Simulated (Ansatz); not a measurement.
The reference is Hf in the hcp (Mg type) structure (space group P6_3/mmc, No. 194; relaxed with 0.1 eV smearing).

```xyz
2
Lattice="3.1983 0.0000 0.0000 -1.5991 2.7698 0.0000 0.0000 0.0000 5.0488" Properties=species:S:1:pos:R:3 pbc="T T T"
Hf     1.5991     0.9233     3.7866
Hf     0.0000     1.8465     1.2622
```

All numbers come from Ansatz (a quantum-chemistry and plane-wave program) r2SCAN, no spin-orbit coupling.

Strains are applied to the cell and any free atomic positions relax.

One change was made to it. Results:

```csv
quantity,base,after
energy relative to the base (free energy F),0 meV/atom,+26 meV/atom
"pressure (mean of the normal stresses, compression positive)",0.0 GPa,-5.9 GPa
```

Problem. Which of these changes matches the shifts?
A) isotropic strain +1.00 %
B) isotropic strain +3.00 %
C) isotropic strain +2.00 %
D) isotropic strain +1.50 %
E) isotropic strain +2.50 %

Solution. C, isotropic strain +2.00 %. For comparison, the energy relative to the base in the other runs: isotropic strain +3.00 % gives +58 meV/atom; isotropic strain +2.50 % gives +41 meV/atom; isotropic strain +1.00 % gives +6.8 meV/atom; isotropic strain +1.50 % gives +15 meV/atom.

Whether these cells are dynamically stable was not tested. All final runs are without spin polarisation.
